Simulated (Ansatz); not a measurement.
**Short convergence ladders for Sn (Immm, 1 atom in the cell)**

```
Sn
1.0
   -1.69629     1.96052     2.11419
    1.69629    -1.96052     2.11419
    1.69629     1.96052    -2.11419
Sn
1
Cartesian
  0.00000   0.00000   0.00000
```

Base method: PBEsol, default PAW files made with PBE (plane waves; Ansatz, an electronic-structure program).

Base settings: basis.ecutwfc = 420 eV; kpoints.mp_grid.grid = 13 13 13; hamiltonian.xc = pbesol; hamiltonian.pseudopotentials = {kind: paw} (the program's default PAW files); scf.occupations.method = fermi_dirac; scf.occupations.width = 0.1 eV.

The count of work is k-points × plane waves × bands × iterations; it is no time. 

**The cutoff for other potential files**

Level: DFT, PBEsol, plane waves, harder PAW files (source: ansatz) made with PBE.

In this ladder: hamiltonian.pseudopotentials = {kind: paw, source: ansatz}.

The second cell is the first with its lattice scaled by 0.98.

The mesh stays at the base's, so the ladder's end is converged at best in this setting alone.

The first pressure column holds Ansatz's estimate of the finite-basis (Pulay) stress, which hides part of the cutoff error; the other is without it.

Only quantities that move along the ladder and can be compared are tabulated.

```tsv
basis.ecutwfc	free energy less the last step's (meV/atom)	energy of the compressed cell less the first (meV/atom)	pressure (GPa)	pressure without the Pulay estimate (GPa)	count of work / last
290 eV	35533.41	47.79	1.02	-1017.72	0.14
350 eV	7029.62	-7.51	-3.52	-265.56	0.16
450 eV	336.60	-16.83	-3.01	-22.29	0.21
545 eV	8.34	-16.73	-2.97	-3.76	0.28
640 eV	0.32	-16.71	-2.97	-2.97	0.35
770 eV	0.29	-16.71	-2.97	-2.97	0.48
960 eV	0.12	-16.71	-2.97	-2.97	0.66
1280 eV	0.00	-16.71	-2.97	-2.97	1.0
```

Coarsest basis.ecutwfc that holds the free energy within 2 meV/atom of the last step, with all finer ones: 640 eV, at 0.35 of the last step's count of work; the step before is off by 8.3 meV/atom.

Coarsest basis.ecutwfc that holds the energy of the compressed cell less the first within 0.5 meV/atom of the last step, with all finer ones: 450 eV, at 0.21 of the last step's count of work; the step before is off by 9.2 meV/atom.

Coarsest basis.ecutwfc that holds the pressure without the Pulay estimate within 0.1 GPa of the last step, with all finer ones: 640 eV, at 0.35 of the last step's count of work; the step before is off by 0.80 GPa.

The energy difference between the two cells stays within 1 meV/atom of the last step's from 450 eV on, the total only from 640 eV on: much of the error is common to both cells and cancels.

At the lowest cutoff the pressure without the Pulay estimate lies 1010 GPa under the last step's, the usual sign of Pulay stress in an incomplete plane-wave basis.

**The relaxed cell against the cutoff**

In this ladder: relax = cell and atoms.

The mesh stays at the base's, so the ladder's end is converged at best in this setting alone.

Only quantities that move along the ladder and can be compared are tabulated.

| basis.ecutwfc | relaxed volume (Å³/atom) | relaxation steps |
|---|---|---|
| 210 eV | 26.861 | 111 |
| 250 eV | 26.382 | 73 |
| 295 eV | 26.240 | 24 |
| 355 eV | 26.264 | 7 |
| 420 eV | 26.250 | 7 |
| 505 eV | 26.243 | 7 |
| 630 eV | 26.243 | 7 |
| 840 eV | 26.242 | 7 |

Coarsest basis.ecutwfc that holds the relaxed volume within 0.026 Å³/atom of the last step, with all finer ones: 295 eV; the step before is off by 0.14 Å³/atom.

At the lowest cutoff the cell relaxes to a volume 2.4 % larger than at the highest. Ansatz relaxes on a stress corrected for the finite basis.

On the base run: the starting cell comes from a database of computed structures (which also holds hypothetical and non-ambient phases and stackings), without a prior relaxation at this level. Its lattice was rescaled by up to half a per cent.

Keys are those of Ansatz 0.2.
